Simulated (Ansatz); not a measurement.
ZrC (model structure, from the CsCl type, Pm-3m, No. 221) was calculated with LDA in Ansatz (plane waves, PAW).

Input:

Ansatz 0.2 input:
```yaml
crystal:
  lattice:
    - [2.8910027165, 0.0, 0.0]
    - [0.0, 2.8910027165, 0.0]
    - [0.0, 0.0, 2.8910027165]
  atoms:
    - { symbol: Zr, position: [0.0, 0.0, 0.0] }
    - { symbol: C, position: [0.5, 0.5, 0.5] }
basis:
  ecutwfc: 520
  ecutrho_ratio: 4
  xc_grid: 2
kpoints:
  mp_grid: { grid: [20, 20, 20] }
hamiltonian:
  xc: lda
  dispersion: none
  pseudopotentials: { kind: paw }
scf:
  occupations: { method: fermi_dirac, width: 0.05 }
  convergence: { dr2_threshold: 0.0000000002 }
output:
  forces: true
  stress: true
  eigenvalues: true
```

**Question.** How many irreducible k-points, plane waves at Γ does the program set up, and what pressure does the run end with?

**Answer.** 286 irreducible k-points, 619 plane waves at Γ; P = -4.38 GPa, so the cell is stretched and would shrink at this level.

Excerpt of the program's output:

```
Crystal: 2 atoms, lattice volume = 24.163 Å³
Basis set: ecut = 520 eV, 619 PW (Γ), exchange–correlation on 48×48×48 points (8 copies of the dense FFT grid, shifted against one another)
Bands: 12, of which v1, the nominal top of the filled ones, is band 8 counted from 1 (7 counted from 0)
Symmetry: 48 space group operations
Space group: Pm-3m (ITA 221), of the structure as read, at distance tolerance 2.9e-5 Å
k-points: 286 of 8000
Functional: x = slater, c = lda
SCF iter   1: F=—  HF=-4319.910182 eV  |F-HF|=—  |Δ(HF+E_count)|=         —  Δρ=9.30e-3  dr2=2.59e-2
SCF iter   2: F=—  HF=-4319.908272 eV  |F-HF|=—  |Δ(HF+E_count)|=   1.91e-3  Δρ=6.30e-3  dr2=1.40e-2
  ...
SCF iter   6: F=—  HF=-4319.906207 eV  |F-HF|=—  |Δ(HF+E_count)|=   4.44e-7  Δρ=3.97e-6  dr2=2.37e-9
SCF iter   7: F=-4319.906207 eV  HF=-4319.906207 eV  |F-HF|=9.09e-13  |Δ(HF+E_count)|=  4.32e-10  Δρ=2.40e-7  dr2=4.45e-12
SCF 1 converged in 7 iterations: F = -4319.906207 eV  dr2 = 4.45e-12
SCF converged after 7 iterations
Free energy (F): -4319.906207 eV
Internal energy: -4319.887709 eV  (E = F + TS)
E sigma→0 (E₀):  -4319.896958 eV
Fermi energy:    16.179947 eV
--- Forces (eV/Å), atoms counted from 1 ---
  atom   1  Zr    -0.00000000     0.00000000     0.00000000
  atom   2  C      0.00000000    -0.00000000     0.00000000
--- Stress (GPa, compression-positive) ---
       -4.378917      -0.000000       0.000000
       -0.000000      -4.378917       0.000000
        0.000000       0.000000      -4.378917
  P = ⅓ Tr σ = -4.3789 GPa (-43.789 kbar)
```

The PAW data were made under PBE.

Note: the cell keeps the symmetry of its start, so it can be a saddle point. Note: cell and atoms aren't relaxed at this level (pressure -4.4 GPa).

The result took about 10 core-seconds (a rough figure).

A model structure was made by putting elements into a prototype or built by hand; it is no filed structure, need not be a known phase, and can be a saddle point held by its symmetry.

Ansatz is a program for electronic structure.
